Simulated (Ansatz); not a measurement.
Consider the formation energy of Sn_Cu in Cu (fcc, Fm-3m). Reaction: Sn (white tin) + 63 Cu (fcc) → cell A.

Cell A: a supercell of 64 sites of Cu (fcc, Fm-3m) with Sn on a Cu site (12 Cu at 2.65 Å); spin state with PBE: run without spin, k-point mesh 5×5×5.
```yaml
crystal:
  lattice:
    - [10.26676, 0.00000, 0.00000]
    - [5.13338, 8.89128, 0.00000]
    - [5.13338, 2.96376, 8.38278]
  atoms:
    - { symbol: Cu, position: [0.00000, 0.00000, 0.00000] }
    - { symbol: Cu, position: [0.00000, 0.00000, 0.24979] }
    - { symbol: Cu, position: [0.00000, 0.00000, 0.50000] }
    - { symbol: Cu, position: [0.00000, 0.00000, 0.75021] }
    - { symbol: Cu, position: [0.00000, 0.24979, 0.00000] }
    - { symbol: Cu, position: [0.00147, 0.24925, 0.24925] }
    - { symbol: Cu, position: [0.00147, 0.24925, 0.50003] }
    - { symbol: Cu, position: [0.00000, 0.24979, 0.75021] }
    - { symbol: Cu, position: [0.00000, 0.50000, 0.00000] }
    - { symbol: Cu, position: [0.00147, 0.50003, 0.24925] }
    - { symbol: Cu, position: [0.00000, 0.50000, 0.50000] }
    - { symbol: Cu, position: [0.99853, 0.49997, 0.75075] }
    - { symbol: Cu, position: [0.00000, 0.75021, 0.00000] }
    - { symbol: Cu, position: [0.00000, 0.75021, 0.24979] }
    - { symbol: Cu, position: [0.99853, 0.75075, 0.49997] }
    - { symbol: Cu, position: [0.99853, 0.75075, 0.75075] }
    - { symbol: Cu, position: [0.24979, 0.00000, 0.00000] }
    - { symbol: Cu, position: [0.24925, 0.00147, 0.24925] }
    - { symbol: Cu, position: [0.24925, 0.00147, 0.50003] }
    - { symbol: Cu, position: [0.24979, 0.00000, 0.75021] }
    - { symbol: Cu, position: [0.24925, 0.24925, 0.00147] }
    - { symbol: Cu, position: [0.25000, 0.25000, 0.25000] }
    - { symbol: Cu, position: [0.24925, 0.24925, 0.50003] }
    - { symbol: Cu, position: [0.24935, 0.24935, 0.75065] }
    - { symbol: Cu, position: [0.24925, 0.50003, 0.00147] }
    - { symbol: Cu, position: [0.24925, 0.50003, 0.24925] }
    - { symbol: Cu, position: [0.24218, 0.50000, 0.50000] }
    - { symbol: Cu, position: [0.24218, 0.50000, 0.75782] }
    - { symbol: Cu, position: [0.24979, 0.75021, 0.00000] }
    - { symbol: Cu, position: [0.24935, 0.75065, 0.24935] }
    - { symbol: Cu, position: [0.24218, 0.75782, 0.50000] }
    - { symbol: Cu, position: [0.24935, 0.75065, 0.75065] }
    - { symbol: Cu, position: [0.50000, 0.00000, 0.00000] }
    - { symbol: Cu, position: [0.50003, 0.00147, 0.24925] }
    - { symbol: Cu, position: [0.50000, 0.00000, 0.50000] }
    - { symbol: Cu, position: [0.49997, 0.99853, 0.75075] }
    - { symbol: Cu, position: [0.50003, 0.24925, 0.00147] }
    - { symbol: Cu, position: [0.50003, 0.24925, 0.24925] }
    - { symbol: Cu, position: [0.50000, 0.24218, 0.50000] }
    - { symbol: Cu, position: [0.50000, 0.24218, 0.75782] }
    - { symbol: Cu, position: [0.50000, 0.50000, 0.00000] }
    - { symbol: Cu, position: [0.50000, 0.50000, 0.24218] }
    - { symbol: Sn, position: [0.50000, 0.50000, 0.50000] }
    - { symbol: Cu, position: [0.50000, 0.50000, 0.75782] }
    - { symbol: Cu, position: [0.49997, 0.75075, 0.99853] }
    - { symbol: Cu, position: [0.50000, 0.75782, 0.24218] }
    - { symbol: Cu, position: [0.50000, 0.75782, 0.50000] }
    - { symbol: Cu, position: [0.49997, 0.75075, 0.75075] }
    - { symbol: Cu, position: [0.75021, 0.00000, 0.00000] }
    - { symbol: Cu, position: [0.75021, 0.00000, 0.24979] }
    - { symbol: Cu, position: [0.75075, 0.99853, 0.49997] }
    - { symbol: Cu, position: [0.75075, 0.99853, 0.75075] }
    - { symbol: Cu, position: [0.75021, 0.24979, 0.00000] }
    - { symbol: Cu, position: [0.75065, 0.24935, 0.24935] }
    - { symbol: Cu, position: [0.75782, 0.24218, 0.50000] }
    - { symbol: Cu, position: [0.75065, 0.24935, 0.75065] }
    - { symbol: Cu, position: [0.75075, 0.49997, 0.99853] }
    - { symbol: Cu, position: [0.75782, 0.50000, 0.24218] }
    - { symbol: Cu, position: [0.75782, 0.50000, 0.50000] }
    - { symbol: Cu, position: [0.75075, 0.49997, 0.75075] }
    - { symbol: Cu, position: [0.75075, 0.75075, 0.99853] }
    - { symbol: Cu, position: [0.75065, 0.75065, 0.24935] }
    - { symbol: Cu, position: [0.75075, 0.75075, 0.49997] }
    - { symbol: Cu, position: [0.75000, 0.75000, 0.75000] }
```

Reference: Sn (white tin, I4₁/amd), 2 atoms in the cell, k-point mesh 22×22×22 on the run's own vectors. Conventional cell: a = 5.946 Å, b = 5.946 Å, c = 3.217 Å, α = 90.00°, β = 90.00°, γ = 90.00°.

Reference: Cu (fcc, Fm-3m), 64 atoms in the cell, the relaxed perfect crystal repeated, atoms not moved again; spin state with PBE: run without spin, k-point mesh 5×5×5 on the run's own vectors.

All numbers come from Ansatz (a first-principles code), plane waves with PAW, its default PAW set, cutoff 420 eV. The structures are at rest with PBE, within the held lattices. Neutral cells; Fermi-Dirac smearing of at most 0.10 eV in the solids, energies taken to zero width. Larger cells are relaxed from a start prepared with the learned potential CHGNet, on a coarser mesh till forces fall under 0.03 eV/Å, which some starts already meet. A dispersion term (D3(BJ), or D4 for r2SCAN) was computed beside these levels and is taken off wherever the name lacks it. Nuclei at rest; no vibrational terms. The structures are the rest points that the relaxations reached, not proven lowest. Spin-orbit coupling is left out. No correction for cell size. Mesh and cell size may move defect energies by 0.1 eV or more. Cell A has symmetry Fm-3m within 0.02 Å and got no random move, so less symmetric positions, which may lie lower, weren't tried.

**Question.** Estimate the value that PBE returns for this input.

**Answer.** 0.42 eV, for Sn (white tin) + 63 Cu (fcc) → cell A.
